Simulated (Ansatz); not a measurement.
Given:

```yaml
crystal:
  lattice:
    - [3.93757, 0.00000, 0.00000]
    - [-1.96878, 3.41003, 0.00000]
    - [0.00000, 0.00000, 6.45653]
  atoms:
    - { symbol: Zn, position: [0.33333, 0.66667, 0.99998] }
    - { symbol: Zn, position: [0.66667, 0.33333, 0.49998] }
    - { symbol: S, position: [0.33333, 0.66667, 0.37502] }
    - { symbol: S, position: [0.66667, 0.33333, 0.87502] }
```

No spin polarisation.

All numbers come from DFT with PBE, PAW potentials and a 420 eV plane-wave cutoff in Ansatz (a quantum-chemistry and plane-wave program), no spin-orbit coupling. k-mesh 10×10×5 (Γ-centred); smearing 0.05 eV (Fermi–Dirac).

Problem. Predict the gap character.

Solution. Direct at Γ.

Problem. Estimate the band gap.

Solution. 1.77 eV.

Problem. What is the computed valence-band top at Γ (three highest levels, from the VBM)?

Solution. 0.00, 0.00, -0.06 eV.

The cells carry an imposed strain or load. No phonon test of stability was made. The cell was made from ZnS in the wurtzite structure (space group P6_3mc, No. 186) by this change: isotropic strain +2.40 %.
